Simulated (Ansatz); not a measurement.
Input and output of a self-consistent single point for LaSi2Ag2 (I4mm, 5 atoms in the cell) (Ansatz, a quantum-chemistry and plane-wave program).

Method of the run: LDA (PW92), default PAW files made with PBE (plane waves; Ansatz).

```
CELL_PARAMETERS angstrom
     -2.16323     2.16323     5.35603
      2.16323    -2.16323     5.35603
      2.16323     2.16323    -5.35603
ATOMIC_POSITIONS crystal
  La 0.00467 0.00467 0.00000
  Si 0.60961 0.60961 0.00000
  Si 0.39039 0.39039 0.00000
  Ag 0.25000 0.75000 0.50000
  Ag 0.75000 0.25000 0.50000
```

Reference input (self-consistent single point, DFT, LDA (PW92), plane waves, default PAW files made with PBE): basis.ecutwfc = 420 eV; kpoints.mp_grid.grid = 9 9 9; hamiltonian.xc = lda; hamiltonian.pseudopotentials = {kind: paw} (the program's default PAW files); scf.occupations.method = fermi_dirac; scf.occupations.width = 0.1 eV. This run's input differs from it in these lines:

Ansatz 0.2 input:
```diff
@@ -15,3 +15,3 @@
   mp_grid:
-    grid: [9, 9, 9]
+    grid: [15, 15, 15]
 hamiltonian:
@@ -22,4 +22,4 @@
   occupations:
-    method: fermi_dirac
-    width: 0.1 eV
+    method: cold
+    width: 0.02 eV
 output:
```

Output (repeated stretches shortened):

```
SCF iter   1: F=—  HF=-22212.271326 eV  |F-HF|=—  |Δ(HF+E_count)|=         —  Δρ=7.61e-3  dr2=4.72e-2  ethr=1.77e-3  ⟨swp⟩=6.7  Hψ=40247  notcnv=0
all-band conjugate gradients solve this SCF's bands
preconditioner: auto → Kerker (q_TF=auto, 2.483 Å⁻¹)
SCF iter   2: F=—  HF=-22212.262064 eV  |F-HF|=—  |Δ(HF+E_count)|=   9.26e-3  S|Δr|=    0.00e0  Δρ=3.09e-3  dr2=1.18e-2  ethr=8.28e-5  ⟨swp⟩=2.7  Hψ=19043  notcnv=0  defer=566
   [... lines left out ...]
SCF iter   5: F=—  HF=-22212.258909 eV  |F-HF|=—  |Δ(HF+E_count)|=   2.54e-5  S|Δr|=    0.00e0  Δρ=8.06e-5  dr2=8.20e-6  ethr=2.16e-7  ⟨swp⟩=2.0  Hψ=13866  notcnv=0  defer=566
SCF iter   6: F=—  HF=-22212.258910 eV  |F-HF|=—  |Δ(HF+E_count)|=   8.68e-7  S|Δr|=    0.00e0  Δρ=2.61e-5  dr2=6.81e-7  ethr=1.44e-8  ⟨swp⟩=2.1  Hψ=15924  notcnv=0  defer=566
SCF iter   7: F=-22212.258910 eV  HF=-22212.258910 eV  |F-HF|=2.54e-8  |Δ(HF+E_count)|=   1.27e-7  S|Δr|=    0.00e0  Δρ=6.21e-6  dr2=5.17e-8  ethr=1.75e-10  ⟨swp⟩=9.9  Hψ=49130  notcnv=0
SCF 1 converged in 7 iterations: F = -22212.258910 eV  dr2 = 5.17e-8
Stability not checked (fill_not_monotonic)
Free energy (F): -22212.258910 eV
Internal energy: -22212.258971 eV  (E = F + TS)
E sigma→0 (E₀):  -22212.258930 eV
Entropy (-TS):   0.000062 eV (0.012 meV/atom)
Fermi energy:    12.715004 eV
--- Forces (eV/Å), atoms counted from 1 ---
  atom   1  La     0.00000000     0.00000000    -0.20996971
  atom   2  Si     0.00000000     0.00000000     0.35738022
  atom   3  Si    -0.00000000    -0.00000000    -0.31733409
  atom   4  Ag    -0.00000000    -0.00000000     0.08495686
  atom   5  Ag     0.00000000    -0.00000000     0.08495686
--- Stress (GPa, compression-positive) ---
       -7.090770       0.000000       0.000000
        0.000000      -7.090770       0.000000
        0.000000       0.000000      -7.096486
  P = ⅓ Tr σ = -7.0927 GPa (-70.927 kbar)
  The stress holds the Pulay correction. Without it, at fixed plane waves, as pw.x and ABINIT print it: P = -7.1162 GPa
```

The run converged in 7 iterations. Against the reference run the free energy goes up by 4.7 meV/atom, the pressure moves little (-7.07 to -7.09 GPa) and the largest force goes from 0.371 to 0.357 eV/Å.

The starting cell comes from a database of computed structures (which also holds hypothetical and non-ambient phases and stackings), without a prior relaxation at this level. Its lattice was rescaled by up to half a per cent. One atom was moved a little off its site on purpose. With a pressure of about -7 GPa the cell is away from its equilibrium volume at this level. Ansatz's pressure includes its estimate of the finite-basis (Pulay) stress.

Cost on one core of a shared machine: roughly 2 min.
